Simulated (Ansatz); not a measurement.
**Ga2Se3: Se → O**

Take Ga₂Se₃ (space group Cc, No. 9; a = 6.650 Å, b = 11.649 Å, c = 6.637 Å, α = γ = 90.00°, β = 108.84°) as the base.

Perturbation: full substitution Se → O; the structure is relaxed again.

Calculations: plane-wave PAW DFT at the PBEsol level (Ansatz, a quantum-chemistry and plane-wave program, 420 eV), scalar-relativistic without spin-orbit coupling. k-mesh 7×7×7 (Γ-centred); smearing 0.05 eV (Fermi–Dirac), for the changed cell.

```tsv
quantity	base	changed	shift
volume per atom	24.33 Å³	13.94 Å³	-10.39 Å³
shortest interatomic distance	2.343 Å	1.779 Å	-0.564 Å
band gap	1.08 eV	2.05 eV	+0.976 eV
gap character	direct at Γ	indirect, Y → Γ	–
smallest direct gap	1.08 eV	2.12 eV	+1.045 eV
width of the top valence band	0.88 eV	0.20 eV	-0.68 eV
```

Final structure:

```
Ga2O3
1.0
    2.80659    -4.90786     0.00000
    2.80659     4.90786     0.00000
   -1.85626     0.00000     5.05868
Ga O
4 6
Direct
  0.78085   0.28646   0.51744
  0.28646   0.78085   0.01744
  0.41494   0.59238   0.51003
  0.59238   0.41494   0.01003
  0.49926   0.65036   0.87492
  0.65036   0.49926   0.37492
  0.04264   0.30846   0.36318
  0.30846   0.04264   0.86318
  0.46543   0.89968   0.38203
  0.89968   0.46543   0.88203
```

Stability against distortions was not tested. As relaxed here, Ga2O3 is a hypothetical phase, not in the database extracts checked.
